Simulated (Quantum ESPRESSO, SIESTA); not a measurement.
A Quantum ESPRESSO input for a self-consistent single point of TiAl3 (I4/mmm, 4 atoms in the cell) (DFT, PBE, plane waves, PseudoDojo standard norm-conserving (PBE) pseudopotentials):

```fortran
&CONTROL
    calculation = 'scf',
    prefix = 'pwscf',
    outdir = './work',
    pseudo_dir = './',
    tprnfor = .true.,
    tstress = .true.,
/
&SYSTEM
    ibrav = 0,
    nat = 4,
    ntyp = 2,
    ecutwfc = 85,
    occupations = 'smearing',
    smearing = 'fermi-dirac',
    degauss = 0.0073499,
/
&ELECTRONS
    conv_thr = 1.0e-11,
    mixing_beta = 0.7,
/
ATOMIC_SPECIES
Ti    47.8670  Ti.upf
Al    26.9815  Al.upf
ATOMIC_POSITIONS {crystal}
Ti    0.00000000    0.00000000    0.00000000
Al    0.50000000    0.50000000    0.00000000
Al    0.75000000    0.25000000    0.50000000
Al    0.25000000    0.75000000    0.50000000
K_POINTS {automatic}
8 8 8  0 0 0
CELL_PARAMETERS {angstrom}
  -1.91090200     1.91090200     4.28021700
   1.91090200    -1.91090200     4.28021700
   1.91090200     1.91090200    -4.28021700
```

Write the same calculation as an input for SIESTA.

One input that does it (others would too):

```
# files in the folder: Ti.psml Al.psml (PseudoDojo PBE standard)
SystemName  TiAl3
SystemLabel tial3

NumberOfAtoms                4
NumberOfSpecies              2
%block ChemicalSpeciesLabel
  1 22 Ti
  2 13 Al
%endblock ChemicalSpeciesLabel
LatticeConstant              1.0 Bohr
%block LatticeVectors
    -3.611081431    3.611081431    8.088437884
     3.611081431   -3.611081431    8.088437884
     3.611081431    3.611081431   -8.088437884
%endblock LatticeVectors
AtomicCoordinatesFormat      Ang
%block AtomicCoordinatesAndAtomicSpecies
     0.000000000    0.000000000    0.000000000  1
     0.000000000    0.000000000    4.280217000  2
     0.000000000    1.910902000    2.140108500  2
     1.910902000    0.000000000    2.140108500  2
%endblock AtomicCoordinatesAndAtomicSpecies

XC.functional                GGA
XC.authors                   PBE
PAO.BasisSize                TZP
PAO.EnergyShift              0.005 Ry
MeshCutoff                   350 Ry
%block kgrid.MonkhorstPack
    8   0   0  0.0
    0   8   0  0.0
    0   0   8  0.0
%endblock kgrid.MonkhorstPack
OccupationFunction           FD
ElectronicTemperature        0.1 eV

MaxSCFIterations             150
SCF.Mixer.Method             Pulay
SCF.Mixer.Weight             0.1
SCF.Mixer.History            6
SCF.DM.Tolerance             1.0E-04
Diag.ParallelOverK           true
WriteForces                  true
```

Basis, cutoffs, solver keys and any potentials are the target program's own. This input uses DFT, GGA PBE, numerical atomic orbitals TZP, PseudoDojo PBE standard norm-conserving potentials (rewritten from UPF to PSML). Both were run: pressure 1.97 GPa in Quantum ESPRESSO and 1.91 in SIESTA.

On Quantum ESPRESSO: the starting cell comes from a database of computed structures (which also holds hypothetical and non-ambient phases and stackings), without a prior relaxation at this level. Its lattice was rescaled by a random factor within 2.5 % of one. For this run, on top of that: lattice scaled by 0.98. Spin polarisation is off.

On SIESTA: the starting cell comes from a database of computed structures (which also holds hypothetical and non-ambient phases and stackings), without a prior relaxation at this level. Its lattice was rescaled by a random factor within 2.5 % of one. For this run, on top of that: lattice scaled by 0.98. Spin polarisation is off. Values carry the incompleteness of an atom-centred basis.
